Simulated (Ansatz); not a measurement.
Take Pt in the fcc (Cu type) structure (space group Fm-3m, No. 225; a = 3.942 Å; relaxed with 0.1 eV smearing) as the base. Axes: x, y, z lie along the cube axes.

Structures relaxed with Kohn–Sham DFT with the r2SCAN functional, run in Ansatz (a quantum-chemistry and plane-wave program) with PAW and 500 eV plane waves, no spin-orbit coupling, earlier PAW set.

Base:

Simulated powder pattern, Cu Kα1, λ = 1.54056 Å (kinematic, ideal powder, no thermal factors, no anomalous dispersion; the 10 strongest lines at most, above 2 %, up to 2θ = 90°):

```json
[
 {"2θ (°)": "39.57", "I/Imax (%)": "100", "hkl": "(111)"},
 {"2θ (°)": "46.02", "I/Imax (%)": "49", "hkl": "(200)"},
 {"2θ (°)": "67.11", "I/Imax (%)": "33", "hkl": "(220)"},
 {"2θ (°)": "80.81", "I/Imax (%)": "40", "hkl": "(311)"},
 {"2θ (°)": "85.22", "I/Imax (%)": "12", "hkl": "(222)"}
]
```

After one change:

Simulated powder pattern, Cu Kα1, λ = 1.54056 Å (kinematic, ideal powder, no thermal factors, no anomalous dispersion; the 10 strongest lines at most, above 2 %, up to 2θ = 90°):

```json
[
 {"2θ (°)": "39.70", "I/Imax (%)": "100"},
 {"2θ (°)": "45.03", "I/Imax (%)": "18"},
 {"2θ (°)": "46.74", "I/Imax (%)": "32"},
 {"2θ (°)": "66.91", "I/Imax (%)": "22"},
 {"2θ (°)": "68.24", "I/Imax (%)": "10"},
 {"2θ (°)": "79.46", "I/Imax (%)": "14"},
 {"2θ (°)": "81.95", "I/Imax (%)": "26"},
 {"2θ (°)": "85.56", "I/Imax (%)": "12"}
]
```

**Question.** Name the change that was made.
A. biaxial strain −2.51 %, plane normal [001], relaxed out of plane
B. biaxial strain −1.46 %, plane normal [001], relaxed out of plane
C. tensor shear ε_xy = −3.18 %
D. uniaxial stress, 1 GPa tension along x

**Answer.** B, biaxial strain −1.46 %, plane normal [001], relaxed out of plane. Its volume per atom is 15.17 Å³ against 15.31 Å³, and its space group is I4/mmm (No. 139).

Stability under load was not tested beyond the relaxation. The final runs are not spin-polarised.
